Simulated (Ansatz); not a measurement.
LiF (model structure, F-43m, No. 216, 2 atoms in the cell) was calculated with PBEsol (plane waves, PAW; Ansatz, a program for electronic structure).

Numerical settings: plane-wave cutoff 520 eV, 14×14×14 k mesh, Fermi–Dirac smearing 0.01 eV, scalar-relativistic PAW data made under PBE.

Cell (relaxed at this level):

LiF is modelled in the cubic space group F-43m (No. 216), the zinc blende structure, Pearson symbol cF8. Lattice parameters: a = b = c = 4.311 Å, α = β = γ = 90.00°. Li on 4a is coordinated by 4 F at 1.867 Å (tetrahedral). F on 4d is coordinated by 4 Li at 1.867 Å (tetrahedral). (Neighbours: up to the widest gap in distance over summed covalent radii, below 1.35, at either atom; cation-cation and far metal-metal contacts left out.)
(The calculation used a cell of 2 atoms; values per cell refer to that cell.)

Task: Estimate the band gap that the calculation returns.

Result: 
* **band gap**: 7.67 eV (direct)

Note: the relaxation could raise the start's symmetry but not lower it, so the cell can be a saddle point.

Static lattice: no zero-point or thermal effects.

A model structure was made by putting elements into a prototype or built by hand; it is no filed structure, need not be a known phase, and can be a saddle point held by its symmetry.
